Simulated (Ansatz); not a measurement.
Ansatz (a quantum-chemistry and plane-wave program) run on Y2Fe2Si2C (C2/m, 7 atoms in the cell): zone-centre phonon calculation.

Method: LDA (PW92), default PAW files made with PBE (plane waves; Ansatz).

```
Y2Fe2Si2C
1.0
    5.26104    -1.95500     0.00000
    5.26104     1.95500     0.00000
   -4.26468     0.00000     5.18503
Y Fe Si C
2 2 2 1
Direct
  0.44006   0.44006   0.70532
  0.55994   0.55994   0.29468
  0.79891   0.79891   0.90463
  0.20109   0.20109   0.09537
  0.83805   0.83805   0.28269
  0.16195   0.16195   0.71731
  0.00000   0.00000   0.00000
```

Reference input (self-consistent single point, DFT, LDA (PW92), plane waves, default PAW files made with PBE): basis.ecutwfc = 420 eV; kpoints.mp_grid.grid = 6 6 4; hamiltonian.xc = lda; hamiltonian.pseudopotentials = {kind: paw} (the program's default PAW files); scf.occupations.method = gaussian; scf.occupations.width = 0.1 eV. This run's input differs from it in these lines:

```diff
@@ -27,6 +27,5 @@
     width: 0.1
-output:
-  forces: true
-  eigenvalues: true
-  stress: true
+phonons:
+  method: dfpt
+  qmesh: [1, 1, 1]
```

Output, abridged:

```
SCF iter   1: F=—  HF=-17797.080486 eV  |F-HF|=—  |Δ(HF+E_count)|=         —  Δρ=9.11e-3  dr2=4.15e-2  ethr=1.77e-3  ⟨swp⟩=6.1  Hψ=7322  notcnv=0
all-band conjugate gradients solve this SCF's bands
preconditioner: auto → Kerker (q_TF=auto, 2.519 Å⁻¹)
SCF iter   2: F=—  HF=-17797.071044 eV  |F-HF|=—  |Δ(HF+E_count)|=   9.44e-3  Δρ=4.31e-3  dr2=1.30e-2  ethr=6.28e-5  ⟨swp⟩=1.7  Hψ=2461  notcnv=0
   [... lines left out ...]
SCF iter   8: F=—  HF=-17797.067641 eV  |F-HF|=—  |Δ(HF+E_count)|=   6.26e-9  Δρ=1.34e-6  dr2=2.85e-9  ethr=3.57e-11  ⟨swp⟩=2.1  Hψ=2704  notcnv=0
SCF iter   9: F=—  HF=-17797.067641 eV  |F-HF|=—  |Δ(HF+E_count)|=  3.17e-10  Δρ=5.38e-7  dr2=2.96e-10  ethr=4.31e-12  ⟨swp⟩=2.6  Hψ=2535  notcnv=0
SCF iter  10: F=—  HF=-17797.067641 eV  |F-HF|=—  |Δ(HF+E_count)|=  6.55e-11  Δρ=1.15e-7  dr2=1.58e-11  ethr=1.00e-12  ⟨swp⟩=1.2  Hψ=1811  notcnv=0
SCF iter  11: F=-17797.067641 eV  HF=-17797.067641 eV  |F-HF|=0.00e0  |Δ(HF+E_count)|=  7.28e-12  Δρ=4.20e-8  dr2=2.04e-12  ethr=1.00e-12  ⟨swp⟩=10.0  Hψ=8458  notcnv=0
SCF 1 converged in 11 iterations: F = -17797.067641 eV  dr2 = 2.04e-12
DFPT response loops at Γ: preconditioner auto → Kerker (q_TF=auto, 2.519 Å⁻¹) (partly filled bands, converged f_vac=0.000) …
Free energy (F): -17797.067641 eV
Internal energy: -17797.055019 eV  (E = F + TS)
E sigma→0 (E₀):  -17797.061330 eV
Entropy (-TS):   -0.012622 eV (-1.803 meV/atom)
Fermi energy:    12.876850 eV
--- Phonons (Γ-DFPT): 12 representative perturbations + reference, on 47 of 144 k-points (Σ response iterations 43) ---
  k mesh reduced under 2 symmetry operations, with k and −k counted as one. Each operation leaves every solved displacement unchanged or reverses it
   [... lines left out ...]
  largest difference from the sums on the solved wave vectors: F 4.93e-1 eV, S 7.52e-4 and C_V 2.58e-4 eV/K
  zero-point energy: 0.371763 eV/cell   skipped modes (ω ≤ 0): 3   left out of the sums: 3.67e-5 of the cell's modes …
```

The run converged in 11 iterations. 

Summary of the result:
```
Item                                                                                                                                                  Value
--------------------------------------------------------  -------------------------------------------------------------------------------------------------
Free energy E − TS (on the zero of these files)                                                                                              -17797.0676 eV
Fermi level (on the code's own zero)                                                                                                               12.88 eV
Zone-centre frequencies (cm⁻¹; negative means imaginary)  0, 0, 0, 143, 160, 167, 179, 194, 198, 210, 230, 291, 292, 336, 350, 373, 391, 403, 451, 514, 831
```

The starting cell comes from a database of computed structures (which also holds hypothetical and non-ambient phases and stackings), without a prior relaxation at this level. Its lattice was rescaled by up to half a per cent. Spin polarisation is off.

Cost on one core of a shared machine: roughly 5 min.

Keys are those of Ansatz 0.2.
